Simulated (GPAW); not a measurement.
Worked example: self-consistent single point of Mg6SiB (P1, 8 atoms in the cell) in GPAW.

Method: LDA (Perdew-Wang 92), GPAW PAW datasets LDA (gpaw-data 1.0.1) (plane waves; GPAW 25.7.0).

The change in words: atoms moved at random. Reference geometry:
```xyz
8
Lattice="3.9849 0.0000 0.0000 0.0000 4.0837 4.3480 0.0000 -4.0837 4.3480" Properties=species:S:1:pos:R:3 pbc="T T T"
Mg     0.0000     2.0273     3.1474
Mg     0.0000    -2.0273     3.1474
Mg     1.9924     2.6526     5.3711
Mg     1.9924    -2.6526     5.3711
Mg     1.9924     0.0000     7.0156
Mg     1.9924     0.0000     3.5347
Si     0.0000     0.0000     5.3283
B      0.0000     0.0000     1.8682
```

Reference input (self-consistent single point, DFT LDA (Perdew-Wang 92), plane waves, GPAW PAW datasets LDA (gpaw-data 1.0.1)): mode = pw; ecut = 950 eV; xc = LDA; kpts = 5 4 4; mesh shift (steps) = 0 0 0; occupations.name = fermi-dirac; occupations.width = 0.136 eV; nbands = -12; convergence.density = 1e-05 e/electron; symmetry.symmorphic = false; symmetry.tolerance = 0.0005; maxiter = 120. This run's input differs from it in these lines:

```diff
@@ -8,10 +8,10 @@
                     [0.000000, -4.083666, 4.347980]],
-              scaled_positions=[[0.000000, 0.610160, 0.113720],
-                                [0.000000, 0.113720, 0.610160],
-                                [0.500000, 0.942440, 0.292880],
-                                [0.500000, 0.292880, 0.942440],
-                                [0.500000, 0.806770, 0.806770],
-                                [0.500000, 0.406480, 0.406480],
-                                [0.000000, 0.612730, 0.612730],
-                                [0.000000, 0.214840, 0.214840]],
+              scaled_positions=[[-0.004770, 0.621882, 0.105011],
+                                [-0.002105, 0.108952, 0.614875],
+                                [0.502956, 0.945874, 0.291707],
+                                [0.504647, 0.290434, 0.944449],
+                                [0.500283, 0.814347, 0.809550],
+                                [0.510453, 0.397241, 0.396960],
+                                [-0.011725, 0.615115, 0.620664],
+                                [0.000263, 0.206173, 0.216804]],
               pbc=True)
```

Output, abridged:

```
     iter     time        total  log10-change:
                         energy   eigst   dens
iter:   1 --:--:--   -24.614275
iter:   2 --:--:--   -24.075401   -0.60  -1.20
iter:   3 --:--:--   -22.977985   -1.16  -1.27
iter:   4 --:--:--   -22.900266   -2.14  -1.55
iter:   5 --:--:--   -22.883217   -2.61  -1.66
iter:   6 --:--:--   -22.888126c  -2.70  -1.83
iter:   7 --:--:--   -22.862806c  -3.17  -2.04
iter:   8 --:--:--   -22.859157c  -3.48  -2.47
iter:   9 --:--:--   -22.855411c  -4.14  -2.63
iter:  10 --:--:--   -22.855261c  -5.35  -3.03
   [... 3 lines left out ...]
iter:  14 --:--:--   -22.854780c  -6.67  -3.36
iter:  15 --:--:--   -22.854765c  -6.50  -3.48
iter:  16 --:--:--   -22.854759c  -7.15  -3.77
iter:  17 --:--:--   -22.854742c  -6.62  -3.84
iter:  18 --:--:--   -22.854744c  -7.77c -4.27
iter:  19 --:--:--   -22.854746c  -8.40c -4.34
iter:  20 --:--:--   -22.854747c  -8.11c -4.40
iter:  21 --:--:--   -22.854748c  -9.21c -4.54
iter:  22 --:--:--   -22.854748c  -9.17c -4.59
iter:  23 --:--:--   -22.854747c  -8.33c -4.70
iter:  24 --:--:--   -22.854747c  -9.57c -5.24c
Converged after 24 iterations.

Dipole moment: (1.301281, 0.080536, 3.074489) |e|*Ang

Energy contributions relative to reference atoms: (reference = -41084.707567)

Kinetic:         +7.521077
Potential:       +5.677396
External:        +0.000000
XC:             -35.468498
Entropy (-ST):   -0.198183
Local:           -0.485630
SIC:             +0.000000
--------------------------
Free energy:    -22.953838
Extrapolated:   -22.854747

Showing only first 2 kpts
 Kpt  Band  Eigenvalues  Occupancy
  0    31      3.68114    1.99937
  0    32      3.82631    1.99817
  0    33      5.07131    0.20753
  0    34      5.25239    0.05934

  1    31      3.82241    1.99823
  1    32      4.74928    1.10551
  1    33      4.88816    0.61607
  1    34      6.14089    0.00009

Fermi level: 4.77809

No gap
   [... lines left out ...]
  2 Mg   -0.05635   -0.32380   -0.10465
  3 Mg   -0.06353    0.31510   -0.01299
  4 Mg   -0.23263   -0.04628   -0.12292
  5 Mg   -0.31903    0.04495    0.45359
  6 Si    0.32107    0.00834   -0.28731
  7 B     0.05604    0.25641    0.02746

Stress tensor:
    -0.005458    -0.000016     0.001196
    -0.000016    -0.004010     0.002312
     0.001196     0.002312    -0.002724
Stress (GPa, Voigt): [-0.8744 -0.6425 -0.4365  0.3704  0.1916 -0.0026]
```

The run converged in 24 iterations. GPAW prints stress with tension positive. Against the reference run the free energy rises by 9.2 meV/atom and the largest force goes from 0.092 to 0.556 eV/Å.

At such cutoffs GPAW's stress carries a finite-basis (Pulay) error, which enters relaxed cells too; its log prints stress with tension positive.

The starting cell comes from a database of computed structures (which also holds hypothetical and non-ambient phases and stackings), without a prior relaxation at this level. Its lattice was rescaled by a random factor within 2.5 % of one. For this run, on top of that: atoms moved at random.

Cost on one core of a shared machine: roughly 7 min.
